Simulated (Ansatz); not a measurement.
The starting structures come from a database of crystals and need not be the phases stable at ambient conditions.

## Evanescent states of GaPO₄ (P3_121, not sure to be the ambient phase, 18 atoms a cell, 12.8 Å³ an atom) along the normal of (101)

All values below come from r2SCAN (plane waves, PAW; Ansatz, a first-principles code).

The gap is the functional's own, uncorrected, and κ follows it; spin-orbit coupling is left out. Mid-gap values are interpolated between the computed energies.

Energies count from the valence-band top; κ is the least over a 6×4 mesh across the current.

```csv
E (eV),κ (1/Å),where
0.12,0.281,off Γ
0.38,0.419,Γ
0.62,0.437,Γ
0.88,0.449,Γ
1.12,0.459,Γ
1.38,0.465,Γ
1.62,0.469,Γ
1.88,0.470,Γ
2.12,0.468,Γ
2.38,0.465,Γ
2.62,0.459,Γ
2.88,0.450,Γ
3.12,0.439,Γ
3.38,0.425,Γ
3.62,0.408,Γ
3.88,0.388,Γ
4.12,0.363,Γ
4.38,0.334,Γ
4.62,0.297,Γ
4.88,0.250,Γ
5.12,0.184,Γ
5.38,0.052,Γ
```

Q: How thick must the barrier be to attenuate the transmission by 10^4 when the electrodes' Fermi level lies at 0.88 eV, and what attenuation does that film give at 0.12 eV?

A: d = 4 ln 10 / (2 × 0.449) = 10.3 Å. At 0.12 eV it gives 4 × 0.281/0.449 = 2.5 decades.
